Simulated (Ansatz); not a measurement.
## BaO: pressure series

Start from BaO in the rock salt structure (space group Fm-3m, No. 225).

```yaml
crystal:
  lattice:
    - [0.00000, 2.74482, 2.74482]
    - [2.74482, 0.00000, 2.74482]
    - [2.74482, 2.74482, 0.00000]
  atoms:
    - { symbol: O, position: [0.00000, 0.00000, 0.00000] }
    - { symbol: Ba, position: [0.50000, 0.50000, 0.50000] }
```

Cell and atoms are relaxed at each pressure.

Calculations: plane-wave PAW DFT at the PBEsol level (Ansatz, a quantum-chemistry and plane-wave program, 420 eV), scalar-relativistic without spin-orbit coupling.

Candidates:
(a) pressure −1 GPa
(b) pressure 2.1 GPa
(c) pressure −2 GPa
(d) pressure 4.5 GPa
(e) pressure 0.9 GPa

Before the change:

| Property | Value |
|---|---|
| Band gap | 1.84 eV |

### Question
Order them by band gap, highest first.

### Answer
(c) pressure −2 GPa (1.94 eV), (a) pressure −1 GPa (1.89 eV), (e) pressure 0.9 GPa (1.79 eV), (b) pressure 2.1 GPa (1.74 eV), (d) pressure 4.5 GPa (1.63 eV)

Load acts through the strain it causes; cell and atoms are relaxed under it. No phonon test of stability was made.
